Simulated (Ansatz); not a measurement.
Abridged Ansatz (a first-principles code) output:

```
Relaxation: its limit of steps is 50 (relax.max_steps)
Pseudopotential: Ti, paw, valence charge 12
Crystal: 2 atoms, lattice volume = 31.756 Å³
Basis set: ecut = 420 eV, 615 PW (Γ), exchange–correlation on 40×40×60 points (8 copies of the dense FFT grid, shifted against one another)
Bands: 16, of which v1, the nominal top of the filled ones, is band 12 counted from 1 (11 counted from 0)
Symmetry: 24 space group operations
k-points: 392 of 6877
Functional: x = slater, c = lda
SCF iter   1: F=—  HF=-4900.635071 eV  |F-HF|=—  |Δ(HF+E_count)|=         —  Δρ=6.66e-3  dr2=6.27e-3  ethr=1.77e-3  ⟨swp⟩=4.5  Hψ=59130  notcnv=0  defer=18
SCF iter   2: F=—  HF=-4900.633276 eV  |F-HF|=—  |Δ(HF+E_count)|=   1.79e-3  Δρ=3.38e-3  dr2=1.59e-3  ethr=2.61e-5  ⟨swp⟩=1.0  Hψ=10976  notcnv=0  defer=18
SCF 1 converged in 6 iterations: F = -4900.633026 eV  dr2 = 7.11e-11
relax step   1: F+E_penalty+E_count = -4900.63302582 eV  Δ(F+E_penalty+E_count) = +0.000e0 eV  max|allowed force component| = 4.071e-16 eV/Å  Δτ_max = 0.0000 Å  (6 SCF iters, accepted)
SCF converged after 6 iterations
Free energy (F): -4900.633026 eV
Internal energy: -4900.561274 eV  (E = F + TS)
E sigma→0 (E₀):  -4900.597150 eV
Entropy (-TS):   -0.071752 eV (-35.876 meV/atom)
Fermi energy:    14.506678 eV
--- Forces (eV/Å), atoms counted from 1 ---
  atom   1  Ti     0.00000000     0.00000000     0.00000000
  atom   2  Ti    -0.00000000    -0.00000000     0.00000000
--- Stress (GPa, compression-positive) ---
        1.433432      -0.000000       0.000000
       -0.000000       1.433432       0.000000
        0.000000       0.000000       3.176516
  P = ⅓ Tr σ = 2.0145 GPa (20.145 kbar)
--- Relaxed structure (1 steps of the walk, 1 accepted, 0 SCFs on fresh bases) ---
  atoms:
    - { symbol: Ti, position: [0.6666666666666667, 0.3333333333333333, 0.75] }
    - { symbol: Ti, position: [0.33333333333333337, 0.6666666666666666, 0.25] }
```

### Question
What was computed, and what are the main results?

### Answer
Ti, 2 atoms in the cell, with LDA (Ansatz), spin-orbit coupling left out. The last SCF converged to F = -4900.633026 eV, or -2450.3165 eV per atom, at a pressure of 2.01 GPa. The total energy compares only with runs of the same code, potentials and settings.

The cells carry an imposed strain or load. Stability against distortions was not tested. The final runs are not spin-polarised. The cell was made from Ti in the hcp (Mg type) structure (space group P6_3/mmc, No. 194) by this change: uniaxial strain ε_zz = −1.50 %.

Keys are those of Ansatz 0.2.
